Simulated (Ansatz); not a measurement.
The structure below was relaxed with PBEsol/PAW in Ansatz (a program for electronic structure), without spin-orbit coupling, at pressure −1 GPa.

Space group C2/m (No. 12); a = 6.666 Å, b = 8.900 Å, c = 4.972 Å, α = γ = 90.00°, β = 102.18°

| atom | site | symmetry | x | y | z |
|---|---|---|---|---|---|
| In | 4g | 2 | 0.0000 | 0.3076 | 0.0000 |
| Ge | 4i | m | 0.2363 | 0.0000 | 0.4050 |
| O | 8j | 1 | 0.2400 | 0.1661 | 0.2107 |
| O | 2c | 2/m | 0.5000 | 0.5000 | 0.5000 |
| O | 4i | m | 0.0872 | 0.5000 | 0.2740 |

Problem. Write out a cell with all atoms.

Solution. 
```
In2Ge2O7
1.0
    6.66567     0.00000     0.00000
    0.00000     8.90007     0.00000
   -1.04931     0.00000     4.86009
In Ge O
4 4 14
Direct
  0.50000   0.19242   0.00000
  0.50000   0.80758   0.00000
  0.00000   0.69242   0.00000
  0.00000   0.30758   0.00000
  0.76371   0.00000   0.59498
  0.23629   0.00000   0.40502
  0.26371   0.50000   0.59498
  0.73629   0.50000   0.40502
  0.24000   0.83391   0.21067
  0.76000   0.16609   0.78933
  0.76000   0.83391   0.78933
  0.24000   0.16609   0.21067
  0.00000   0.00000   0.50000
  0.41279   0.00000   0.72597
  0.58721   0.00000   0.27403
  0.74000   0.33391   0.21067
  0.26000   0.66609   0.78933
  0.26000   0.33391   0.78933
  0.74000   0.66609   0.21067
  0.50000   0.50000   0.50000
  0.91279   0.50000   0.72597
  0.08721   0.50000   0.27403
```
This is the conventional cell.

Load acts through the strain it causes; cell and atoms are relaxed under it. Whether these cells are dynamically stable was not tested. The cell was made from In2Ge2O7 (space group C2/m, No. 12) by this change: pressure −1 GPa.
